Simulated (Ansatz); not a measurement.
We consider Si₃N₄ (model structure, started from the spinel Si type, Fd-3m, No. 227, 14 atoms in the cell), described by r²SCAN (plane waves, PAW; Ansatz, a program for electronic structure).

Run with plane-wave cutoff 560 eV, 8×8×8 k mesh, Fermi–Dirac smearing 0.01 eV, scalar-relativistic PAW data made under PBE.

Cell (relaxed with PBEsol):

```yaml
crystal:
  lattice:
    - [0.00000, 3.87185, 3.87185]
    - [3.87185, 0.00000, 3.87185]
    - [3.87185, 3.87185, 0.00000]
  atoms:
    - { symbol: Si, position: [0.62500, 0.62500, 0.62500] }
    - { symbol: Si, position: [0.12500, 0.62500, 0.62500] }
    - { symbol: Si, position: [0.62500, 0.12500, 0.62500] }
    - { symbol: Si, position: [0.62500, 0.62500, 0.12500] }
    - { symbol: Si, position: [0.25000, 0.25000, 0.25000] }
    - { symbol: Si, position: [0.00000, 0.00000, 0.00000] }
    - { symbol: N, position: [0.86755, 0.86755, 0.86755] }
    - { symbol: N, position: [0.39735, 0.86755, 0.86755] }
    - { symbol: N, position: [0.86755, 0.39735, 0.86755] }
    - { symbol: N, position: [0.86755, 0.86755, 0.39735] }
    - { symbol: N, position: [0.38245, 0.38245, 0.38245] }
    - { symbol: N, position: [0.85265, 0.38245, 0.38245] }
    - { symbol: N, position: [0.38245, 0.85265, 0.38245] }
    - { symbol: N, position: [0.38245, 0.38245, 0.85265] }
```

### Question
Predict the band gap and smallest direct gap on the k points sampled.

### Answer

- band gap: 4.01 eV (indirect)
- smallest direct gap on the k points sampled: 4.03 eV

Note: the relaxation could raise the start's symmetry but not lower it, so the cell can be a saddle point; cell and atoms aren't relaxed at this level (pressure -1.7 GPa).

A model structure was made by putting elements into a prototype or built by hand; it is no filed structure, need not be a known phase, and can be a saddle point held by its symmetry.
